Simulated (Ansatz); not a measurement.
Start from MgO in the rock salt structure (space group Fm-3m, No. 225).

```
CELL_PARAMETERS angstrom
      0.00000     2.10705     2.10705
      2.10705     0.00000     2.10705
      2.10705     2.10705     0.00000
ATOMIC_POSITIONS crystal
  Mg 0.00000 0.00000 0.00000
  O  0.50000 0.50000 0.50000
```

Cartesian axes are those of the cell as printed.

Calculations: Kohn–Sham DFT with the PBEsol functional, run in Ansatz (an electronic-structure program) with PAW and 420 eV plane waves, without spin-orbit coupling.

Base values:

The electron mass comes out as 0.34 mₑ (at Γ). The volume per atom is 9.35 Å³.

Now apply this change: tensile biaxial strain of 1.67 % in the plane normal to [111], as in epitaxy on a mismatched substrate; the out-of-plane cell vector and the atoms relax.

**Question.** What happens to the electron mass?

**Answer.** The electron mass goes from 0.34 mₑ (at Γ) to 0.33 mₑ (at Γ).

**Question.** How does this affect the volume per atom?

**Answer.** The volume per atom increases by 0.26 Å³ to 9.61 Å³.

The levels and masses belong to the bands next to the band gap. Effective masses come from finite differences of ±0.01 Å⁻¹. No phonon test of stability was made.
